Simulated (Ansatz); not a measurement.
The parent structure is CdSe in the wurtzite structure (space group P6_3mc, No. 186; a = 4.383 Å, c = 7.155 Å). Axes: x lies along a and z along c of the hexagonal cell.

The values are results of Ansatz (an electronic-structure program), PBE, PAW, cutoff 420 eV, no SOC, earlier PAW set, not measurements.

Strains are applied to the cell and any free atomic positions relax; under biaxial strain the out-of-plane vector relaxes too.

One change was made to it. Results:

The width of the top valence band increases by 0.056 eV (1.56 eV → 1.61 eV); the pressure (mean of the normal stresses, compression positive) goes from zero to 0.92 GPa; the gap character remains direct at Γ.

Task: Which change produced these results?
(A) isotropic strain −0.65 %
(B) isotropic strain −1.01 %
(C) biaxial strain −1.18 %, plane normal [001], relaxed out of plane

Result: A, isotropic strain −0.65 %. For comparison, the pressure in the other runs: isotropic strain −1.01 % gives 1.46 GPa; biaxial strain −1.18 %, plane normal [001], relaxed out of plane gives 0.62 GPa.

No phonon test of stability was made.
